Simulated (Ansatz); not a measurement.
The reference is CuBiSeO (space group P4/nmm, No. 129; a = 3.8955 Å, c = 8.8952 Å; a cell from a computed database, its experimental status unchecked).

Calculations: DFT with PBEsol, PAW potentials and a 420 eV plane-wave cutoff in Ansatz (a program for electronic structure), no SOC.

Base values:

| Item | Value |
|---|---|
| Gap between the host's bands | 0.28 eV |
| Gap character | indirect, k = (0.167, 0.167, 0) in the run's primitive reciprocal basis → Z |

Perturbation: 0.945 electrons added to each cell, a density of 7.0×10^21 cm⁻³, with a uniform compensating background at fixed cell and a 300 K Fermi–Dirac width.

**Question.** Predict the new Fermi level from band edge, largest internal atomic displacement, gap between the host's bands and gap character.

**Answer.** The Fermi level relative to the doped band's edge (positive inside the band; to 0.05 eV) comes out as +1.00 eV; the largest internal atomic displacement comes out as 0.019 Å; the gap between the host's bands increases by 0.070 eV (0.28 eV → 0.36 eV); the gap character is still indirect, k = (0.167, 0.167, 0) in the run's primitive reciprocal basis → Z.

Charged cell with a jellium background: band edges are those of the host's band count, energies are not comparable with the neutral cell, and many-body gap narrowing is missing. With Bi present, leaving out spin-orbit coupling can change the band edges. Whether these cells are dynamically stable was not tested. No Hubbard U is applied. The final runs are not spin-polarised. The zero or small gap of CuBiSeO can change with the level of theory.
